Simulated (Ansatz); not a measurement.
Take MgO in the rock salt structure (space group Fm-3m, No. 225; a = 4.254 Å) as the base.

The values are results of PBE (Ansatz, an electronic-structure program; PAW; 420 eV plane waves; spin-orbit coupling left out), not measurements.

Base values:

| Item | Value |
|---|---|
| Electron mass | 0.34 mₑ (at Γ) |
| Band gap | 4.46 eV |
| Shortest interatomic distance | 2.127 Å |

The change: a hydrostatic pressure of 30 GPa.

### Question
How does this affect the electron mass?

### Answer
The electron mass goes from 0.34 mₑ (at Γ) to 0.39 mₑ (at Γ).

### Question
How does this affect the band gap?

### Answer
The band gap increases by 1.52 eV to 5.98 eV.

### Question
Estimate the effect on the shortest interatomic distance.

### Answer
The shortest interatomic distance shrinks by 0.103 Å (2.127 Å → 2.024 Å).

Load acts through the strain it causes; cell and atoms are relaxed under it. Masses are band curvatures over ±0.01 Å⁻¹ around the edge. No phonon test of stability was made. No other phases were tried under pressure.
